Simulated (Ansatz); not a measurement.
The starting structures come from a database of crystals and need not be the phases stable at ambient conditions.

By PBEsol, the system below comes out a metal.

Without scattering a metal conducts by its projected Fermi surface.

Here is the system:

```
CELL_PARAMETERS angstrom
      3.99420     0.00000     0.00000
      0.00000     4.88086     0.00000
      1.99710     0.00000     3.45908
ATOMIC_POSITIONS crystal
  Al 0.00000 0.00000 0.00000
  Al 0.33333 0.35192 0.33333
  Al 0.66667 0.64808 0.66667
  Ni 0.33333 0.85343 0.33333
  Ni 0.66667 0.14657 0.66667
```

Space group of this cell: P-3m1. The cell is taken as given.

The current flows along the normal of the first two printed cell vectors, the (100) plane of the conventional cell. No spin-orbit coupling; the value is a mean over 0.1 eV about the Fermi level.

Q: Estimate the ballistic conductance per area that PBEsol (Ansatz, a first-principles code) returns for this system.

A: 0.61 × 10¹⁵ S/m² for both spins.
